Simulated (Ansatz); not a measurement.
The parent structure is Ag in the fcc (Cu type) structure (space group Fm-3m, No. 225; relaxed with 0.1 eV smearing).

```
CELL_PARAMETERS angstrom
      0.00000     2.07416     2.07416
      2.07416     0.00000     2.07416
      2.07416     2.07416     0.00000
ATOMIC_POSITIONS crystal
  Ag 0.00000 0.00000 0.00000
```

Level of theory: Ansatz (a quantum-chemistry and plane-wave program) PBE, spin-orbit coupling left out.

Base values:

The pressure is 0.0 GPa.

One thing is altered: every lattice vector is shortened by 2.46 %, atoms relaxed at fixed cell.

**Question.** What does the calculation give for the energy relative to the base and pressure after the change?

**Answer.** The energy grows by 31 meV/atom; the pressure goes from zero to 8.4 GPa.

The cells carry an imposed strain or load. Whether these cells are dynamically stable was not tested.
